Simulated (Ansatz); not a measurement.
Take Sn in the diamond structure (space group Fd-3m, No. 227; relaxed with 0.1 eV smearing) as the base.

```cif
data_Sn2
_chemical_formula_sum 'Sn2'
_space_group_name_H-M_alt 'P 1'
_space_group_IT_number 1
_cell_length_a 4.70662
_cell_length_b 4.70662
_cell_length_c 4.70662
_cell_angle_alpha 60.000
_cell_angle_beta 60.000
_cell_angle_gamma 60.000
loop_
_space_group_symop_operation_xyz
  'x, y, z'
loop_
_atom_site_label
_atom_site_type_symbol
_atom_site_fract_x
_atom_site_fract_y
_atom_site_fract_z
_atom_site_occupancy
Sn1 Sn 0.00000 0.00000 0.00000 1
Sn2 Sn 0.25000 0.25000 0.25000 1
```

Level of theory: Ansatz (an electronic-structure program), PBE, PAW, cutoff 420 eV, no SOC.

Strains are applied to the cell and any free atomic positions relax.

One change was made to it. Results:

```json
[
 {"quantity": "pressure", "base": "0.0 GPa", "after": "1.2 GPa"},
 {"quantity": "energy relative to the base (free energy F)", "base": "0 meV/atom", "after": "+3.8 meV/atom"}
]
```

Q: What was done to the base?
A. isotropic strain +1.00 %
B. isotropic strain −0.50 %
C. isotropic strain −1.00 %
D. isotropic strain +3.00 %

A: C, isotropic strain −1.00 %. For comparison, the pressure in the other runs: isotropic strain +3.00 % gives -2.5 GPa; isotropic strain −0.50 % gives 0.6 GPa; isotropic strain +1.00 % gives -1.0 GPa.

No phonon test of stability was made.
